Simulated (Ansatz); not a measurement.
Consider this model of amorphous Hf$_{18}$O$_{37}$Ag$_{2}$.

```
CELL_PARAMETERS angstrom
      9.28662    -0.21712     0.01586
     -0.21712     8.71579     0.03607
      0.01586     0.03607     9.22570
ATOMIC_POSITIONS crystal
  Hf 0.27978 0.13076 0.01028
  Hf 0.10178 0.27649 0.66485
  Hf 0.56950 0.24815 0.28435
  Hf 0.41816 0.78798 0.20668
  Hf 0.86350 0.13604 0.90413
  Hf 0.75851 0.01728 0.59536
  Hf 0.90892 0.65414 0.74061
  Hf 0.24762 0.05786 0.38489
  Hf 0.95820 0.22957 0.27460
  Hf 0.25006 0.56217 0.85199
  Hf 0.61776 0.44824 0.96392
  Hf 0.45574 0.69763 0.52221
  Hf 0.16901 0.91920 0.71296
  Hf 0.73991 0.55927 0.36512
  Hf 0.26714 0.42858 0.19877
  Hf 0.75288 0.90130 0.21420
  Hf 0.46488 0.29875 0.61693
  Hf 0.53433 0.83258 0.85036
  O  0.54849 0.30342 0.80752
  O  0.58573 0.03953 0.21868
  O  0.16243 0.18694 0.19503
  O  0.75089 0.61601 0.87493
  O  0.61088 0.74889 0.34834
  O  0.28310 0.12517 0.62217
  O  0.79233 0.31597 0.99605
  O  0.37173 0.27512 0.37516
  O  0.29298 0.63610 0.07628
  O  0.88222 0.19661 0.68601
  O  0.28774 0.42734 0.66242
  O  0.58866 0.80246 0.06156
  O  0.31948 0.75087 0.68559
  O  0.83779 0.01262 0.39191
  O  0.10122 0.11556 0.84888
  O  0.90025 0.05385 0.11244
  O  0.86523 0.59777 0.53771
  O  0.56524 0.49137 0.51499
  O  0.69647 0.00726 0.84318
  O  0.34089 0.60344 0.34492
  O  0.39295 0.89275 0.41397
  O  0.61517 0.82594 0.63796
  O  0.85791 0.70198 0.23159
  O  0.36355 0.96730 0.87797
  O  0.05863 0.44518 0.24837
  O  0.47221 0.59886 0.86045
  O  0.93061 0.88747 0.70382
  O  0.60010 0.15441 0.51636
  O  0.03966 0.47127 0.76086
  O  0.10372 0.73903 0.85758
  O  0.59863 0.47500 0.18830
  O  0.22543 0.36733 0.97429
  O  0.28187 0.95599 0.16914
  O  0.77915 0.33002 0.33646
  O  0.12477 0.90503 0.50002
  O  0.44080 0.26560 0.09371
  O  0.07267 0.21486 0.45758
  Ag 0.02461 0.71367 0.07810
  Ag 0.08151 0.67590 0.39827
```

Methods: PBE, scalar-relativistic without spin-orbit coupling (Ansatz, a first-principles code); r2SCAN, scalar-relativistic without spin-orbit coupling (Ansatz); HSE06, scalar-relativistic without spin-orbit coupling (Ansatz). Neutral PBE cell, which sets geometry, pressure and energy: sampling: a 2×2×2 Γ-centred mesh; Fermi-Dirac width 0.02 eV; no spin polarisation. Exact exchange is cut at the faces of this 9 Å cell, which leaves hybrid gaps a finite-size error.

The cell was made by melting and quenching with the CHGNet potential and then relaxed with DFT. O atoms were pushed apart under 1.9 Å during the dynamics, to hinder bonds among them. The hot cell started wider than the set density and was brought back towards it in steps. It is the lowest in DFT energy of 2 quenches. It is a model cell: composition and starting density were chosen by hand, and all elements were melted together. No dispersion term was used. Its density started from a set value of 8.95 and ended at 8.95 g/cm³. The quench (nominally 300 K/ps over its main leg) was far faster than any real one, so the model tends to hold more defects than a real film. Values belong to this one cell and scatter from quench to quench. The volume was held where the preparation left it and the shape relaxed. Cycles of charging lowered its energy after that relaxation.

Question: Give the pressure and the spacing of the highest filled and lowest empty levels.

Answer: 
```json
{
  "Pressure on a 2×2×2 Γ-centred mesh": "14.5 kbar",
  "Largest force and stress component on that mesh (the relaxation ran on the zone centre alone)": "0.08 eV/Å and 2.3 GPa",
  "Level gap on a 2×2×2 Γ-centred mesh (PBE)": "2.92 eV",
  "Level gap at the zone centre (PBE)": "2.99 eV",
  "Level gap at the zone centre (r2SCAN)": "3.41 eV",
  "Level gap at the zone centre (HSE06)": "4.57 eV",
  "Distance between the nearest levels spread over more than a fifth of the atoms or a third of the atoms of their main element (six at least) (PBE, zone centre)": "3.43 eV"
}
```

Question: At PBE and the zone centre, how localised are the states just below and above the Fermi level (participation number: the atoms over which a state spreads)?

Answer: The highest filled state is spread over 3.4 atoms' worth, largest on Ag57, with weights by element (charge in smoothed Voronoi cells) Ag 0.51, O 0.45, Hf 0.04. The lowest empty state is spread over 19.0 atoms' worth, largest on Ag57, with weights by element (charge in smoothed Voronoi cells) O 0.53, Ag 0.27, Hf 0.20.

At PBE the levels at the filled edge of the gap are localised (band-tail or defect states), and the nearest spread-out levels lie 3.4 eV apart at the zone centre.

Neighbours within Hf-Hf 3.34 Å, Hf-O 2.70 Å, Hf-Ag 3.27 Å, O-O 1.58 Å, O-Ag 2.53 Å, Ag-Ag 3.19 Å count as bonded. Two cations that share two anions don't count as bonded, nor two that share one unless they lie closer than Hf-Hf 3.25 Å, Hf-Ag 3.18 Å, Ag-Ag 3.10 Å.

Added carriers, by PBE, scalar-relativistic without spin-orbit coupling (Ansatz) on the zone centre alone. Charged cells keep the cell fixed and stand in a uniform background, with no image correction, at a width of 0.01 eV; where the count is odd the moment is locked at 1 μB, unless the neutral cell bore moments. Each starts from the undistorted neutral geometry alone. PBE's self-interaction favours spread-out carriers, so it can miss traps that a hybrid finds.

Question: What happens at PBE when the cell takes an extra electron and the atoms relax?

Answer: Relaxation lowers the charged cell by 0.36 eV. The largest moves are Ag56 0.93 Å, O51 0.30 Å, Ag57 0.23 Å, O41 0.21 Å. The level that holds the added charge spreads over 10.2 atoms' worth, most on Ag56 (weight 0.23): a partly localised carrier. Bonds broken: Hf4-O20. Made neutral again at that geometry, the cell lies +0.58 eV from the neutral start.

Question: What happens at PBE when the cell takes a hole and the atoms relax?

Answer: Relaxation lowers the charged cell by 0.41 eV. The largest moves are Ag57 0.23 Å, O43 0.21 Å, O35 0.20 Å, O53 0.17 Å. The level that was emptied spreads over 4.8 atoms' worth, most on Ag57 (weight 0.39): a localised (trapped) carrier, which neighbours of that atom can share. Bonds formed: O38-Ag57. Made neutral again at that geometry, the cell lies +0.63 eV from the neutral start.
